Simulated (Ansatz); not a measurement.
## What isotropic strain +1.00 % does to Zr

The parent structure is Zr in the hcp (Mg type) structure (space group P6_3/mmc, No. 194; a = 3.144 Å, c = 5.093 Å; relaxed with 0.1 eV smearing).

The change: every lattice vector is stretched by 1.00 %, atoms relaxed at fixed cell.

Method: LDA/PAW in Ansatz (a program for electronic structure), no SOC. Γ-centred 21×21×12 mesh, Fermi–Dirac width 0.1 eV.

```json
[
 {"quantity": "space group", "base": "P6_3/mmc (No. 194)", "changed": "P6_3/mmc (No. 194)", "shift": "–"},
 {"quantity": "shortest interatomic distance", "base": "3.127 Å", "changed": "3.158 Å", "shift": "+0.031 Å"},
 {"quantity": "energy relative to the base (free energy F)", "base": "0 meV/atom", "changed": "+6.2 meV/atom", "shift": "+6.2 meV/atom"},
 {"quantity": "pressure (mean of the normal stresses, compression positive)", "base": "0.0 GPa", "changed": "-2.9 GPa", "shift": "-2.9 GPa"},
 {"quantity": "band gap", "base": "zero", "changed": "zero", "shift": "–"}
]
```

Whether these cells are dynamically stable was not tested. All final runs are without spin polarisation.
